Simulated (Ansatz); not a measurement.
Base system: BP in the zinc blende structure (space group F-43m, No. 216; a = 4.5202 Å).

All numbers come from PBEsol in Ansatz (plane waves to 420 eV, PAW, spin-orbit coupling left out).

Before the change:

The lattice parameter a is 8.542 bohr.

Now apply this change: Li takes the place of B on all its sites; the structure is relaxed again.

### Question
What does the calculation give for the lattice parameter a after the change?

### Answer
The lattice parameter a goes up by 1.748 bohr to 10.290 bohr.

No phonon test of stability was made. As relaxed here, LiP is a hypothetical phase, not in the database extracts checked. All final runs are without spin polarisation.

Ansatz is a quantum-chemistry and plane-wave program.
